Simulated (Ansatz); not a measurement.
**Several settings converged on a (110) slab of TiHg (cut from a parent of space group no. 123; 10 atoms in the cell)**

```
CELL_PARAMETERS angstrom
      4.11345     0.00000     0.00000
      0.00000     4.27743     0.00000
      0.00000     0.00000    22.55489
ATOMIC_POSITIONS crystal
  Ti 0.50000 0.25000 0.31035
  Hg 0.00000 0.75000 0.31035
  Ti 0.50000 0.75000 0.40518
  Hg 0.00000 0.25000 0.40518
  Ti 0.50000 0.25000 0.50000
  Hg 0.00000 0.75000 0.50000
  Ti 0.50000 0.75000 0.59482
  Hg 0.00000 0.25000 0.59482
  Ti 0.50000 0.25000 0.68965
  Hg 0.00000 0.75000 0.68965
```
Moments meant for the start (each program seeds them in its own way; μB, in the order of the atoms Ti Hg Ti Hg Ti Hg Ti Hg Ti Hg): 1.0 0.0 1.0 0.0 1.0 0.0 1.0 0.0 1.0 0.0.

Base method: PBEsol, default PAW files made with PBE (plane waves; Ansatz, an electronic-structure program).

Base settings: basis.ecutwfc = 420 eV; kpoints.mp_grid.grid = 4 4 1; hamiltonian.xc = pbesol; hamiltonian.pseudopotentials = {kind: paw} (the program's default PAW files); magnetization.spin_polarized = true; scf.occupations.method = fermi_dirac; scf.occupations.width = 0.1 eV.

The count of work is k-points × plane waves × bands × iterations; it is no time. Core times come from one kind of shared machine, to one figure; runs under 30 s give none.

**The vacuum**

The mesh stays at the base's, so the ladder's end is converged at best in this setting alone.

Only quantities that move along the ladder and can be compared are tabulated.

These are the values that this program gave, and no reference: magnetic slabs can end in a higher state.

```tsv
vacuum between outermost atoms (Å)	free energy less the last step's (meV/atom)	largest difference of a force vector from the last step's (eV/Å)	net moment (μB/atom)	count of work / last	core time / last (rough)
3.0	-149.94	1.068	0.196	0.16	0.2
4.0	-52.42	0.443	0.271	0.33	0.3
5.0	-16.43	0.136	0.286	0.38	0.3
7.0	-1.26	0.010	0.281	0.40	0.4
10.0	-0.04	0.000	0.281	0.48	0.4
14.0	0.00	0.000	0.281	0.58	0.6
30.0	0.00	0.000	0.281	1.0	1
```

Smallest vacuum between outermost atoms (Å) that holds the forces within 0.005 eV/Å of the last step, with all finer ones: 10.0, at about 0.4 of the last step's time; the step before is off by 0.010 eV/Å.

Smallest vacuum between outermost atoms (Å) that holds the free energy within 1 meV/atom of the last step, with all finer ones: 10.0, at about 0.4 of the last step's time; the step before is off by 1.3 meV/atom.

Smallest vacuum between outermost atoms (Å) that holds the net moment within 0.02 μB/atom of the last step, with all finer ones: 4.0, at 0.33 of the last step's count of work and about 0.3 of the last step's time; the step before is off by 0.085 μB/atom.

**The k-point mesh**

Only quantities that move along the ladder and can be compared are tabulated.

The magnetic state is not the same in all runs (site moments differ, or a search went on to a lower state), so steps between rows are not convergence errors alone.

These are the values that this program gave, and no reference: magnetic slabs can end in a higher state.

```csv
kpoints.mp_grid.grid,free energy less the last step's (meV/atom),largest difference of a force vector from the last step's (eV/Å),net moment (μB/atom),count of work / last,core time / last (rough)
2 2 1,30.69,0.343,0.443,0.082,0.09
3 3 1,-3.91,0.054,0.272,0.16,0.2
4 4 1,-1.33,0.021,0.281,0.35,0.4
6 6 1,-1.19,0.003,0.270,0.64,0.7
7 7 1,-0.35,0.004,0.269,0.64,0.7
9 9 1,0.00,0.000,0.271,1.0,1
```

Coarsest kpoints.mp_grid.grid that holds the free energy within 2 meV/atom of the last step, with all finer ones: 4 4 1, at 0.35 of the last step's count of work and about 0.4 of the last step's time; the step before is off by 3.9 meV/atom.

Coarsest kpoints.mp_grid.grid that holds the forces within 0.01 eV/Å of the last step, with all finer ones: 6 6 1; the step before is off by 0.021 eV/Å.

Coarsest kpoints.mp_grid.grid that holds the net moment within 0.05 μB/atom of the last step, with all finer ones: 3 3 1, at 0.16 of the last step's count of work and about 0.2 of the last step's time; the step before is off by 0.17 μB/atom.

**The plane-wave cutoff**

The mesh stays at the base's, so the ladder's end is converged at best in this setting alone.

Only quantities that move along the ladder and can be compared are tabulated.

These are the values that this program gave, and no reference: magnetic slabs can end in a higher state.

| basis.ecutwfc | free energy less the last step's (meV/atom) | largest difference of a force vector from the last step's (eV/Å) | count of work / last | core time / last (rough) |
|---|---|---|---|---|
| 210 eV | 5620.51 | 0.901 | 0.18 | 0.2 |
| 250 eV | 1228.65 | 0.136 | 0.25 | 0.3 |
| 295 eV | 177.83 | 0.015 | 0.32 | 0.3 |
| 355 eV | 6.96 | 0.002 | 0.42 | 0.4 |
| 420 eV | 1.24 | 0.000 | 0.54 | 0.6 |
| 505 eV | 0.35 | 0.000 | 0.72 | 0.7 |
| 630 eV | 0.00 | 0.000 | 1.0 | 1 |

Coarsest basis.ecutwfc that holds the free energy within 1 meV/atom of the last step, with all finer ones: 505 eV; the step before is off by 1.2 meV/atom.

Coarsest basis.ecutwfc that holds the forces within 0.02 eV/Å of the last step, with all finer ones: 295 eV, at 0.32 of the last step's count of work and about 0.3 of the last step's time; the step before is off by 0.14 eV/Å.

On the base run: the starting cell comes from a database of computed structures (which also holds hypothetical and non-ambient phases and stackings), without a prior relaxation at this level. The slab is cut from that crystal, and its faces are unrelaxed. Its lattice was rescaled by up to half a per cent. The magnetic order is the one reached from the typed start; others were not searched systematically. The program warned that a starting moment was not kept. Without a gap this mesh is coarse (it stands for a supercell whose shortest in-plane vector is 16 Å).

Left out of this page: 1 run of the series with a known weakness of the program.

Keys are those of Ansatz 0.2.
